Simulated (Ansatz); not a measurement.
# Te, pressure series

Base system: Te (space group P3_121, No. 152; a = 4.521 Å, c = 5.954 Å; made of chains).

Cell and atoms are relaxed at each pressure.

All numbers come from Ansatz (a program for electronic structure) PBE, no spin-orbit coupling.

Notes on the quantities. enthalpy: H = E + PV relative to the base's energy.

| case | density | enthalpy |
|---|---|---|
| base | 6.03 g/cm³ | – |
| pressure −1 GPa | 5.44 g/cm³ | -0.23 eV/atom |
| pressure 3 GPa | ___ | +0.62 eV/atom |
| pressure 5 GPa | ___ | +1.01 eV/atom |
| pressure 7.5 GPa | 7.31 g/cm³ | +1.47 eV/atom |
| pressure 10 GPa | 7.62 g/cm³ | +1.91 eV/atom |

Problem. Some entries are withheld; estimate them.

Solution. 
- pressure 3 GPa, density: 6.70 g/cm³
- pressure 5 GPa, density: 6.99 g/cm³

A case with no gap was solved on a k-mesh chosen for an insulator, which is coarse for it. Load acts through the strain it causes; cell and atoms are relaxed under it. Stability against distortions was not tested. No other phases were tried under pressure. No dispersion term is included, though the crystal is made of layers, chains or molecules, so its spacings can come out too wide.
